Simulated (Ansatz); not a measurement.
Cost and result by functional for the adsorption energy of Cl on the 1x1 (0001) surface of hcp Ti, one in a 2x2 cell, started at the site 'hollow Ti-Ti-Ti', in Ansatz (plane waves, PAW). Single points on the PBE structure, on one kind of machine; costs are rough ratios of the slab run's core time (references not counted) to the cheapest single point. r2SCAN's cost holds its higher cutoff (500 against 420 eV). Differences are taken against r2SCAN for comparison alone: no measured value is at hand, so the table doesn't rank accuracy.

Set-up: 17 atoms, 6.8 Å thick at the start under the adsorbate (thin: gaps and levels are the slab's own); mesh 6x6x1; 0.1 eV smearing; dipole correction on; 8 atoms held, the rest relaxed; symmetry of the start imposed; no spin, no spin-orbit, no U, no dispersion correction. At the end it is bonded to 3 Ti. In PBE it is, or lies within 0.03 eV of, the lowest of the starts that converged. These notes are the PBE run's. Adsorption energies are against ½ Cl2(g). A negative adsorption energy means that the adsorbate is more stable on the surface than in its reference.

| functional | relative cost | adsorption energy (eV) | less r2SCAN (eV) |
|---|---|---|---|
| RPBE | 1 | -3.35 | 0.68 |
| r2SCAN | 3 | -4.04 | 0.00 |
| PBE (the relaxed run's value) | – | -3.57 | 0.46 |

The values span 0.68 eV, while the single points' costs differ by a factor of roughly 3. Differences are of unrounded values.

Ansatz is a first-principles code.
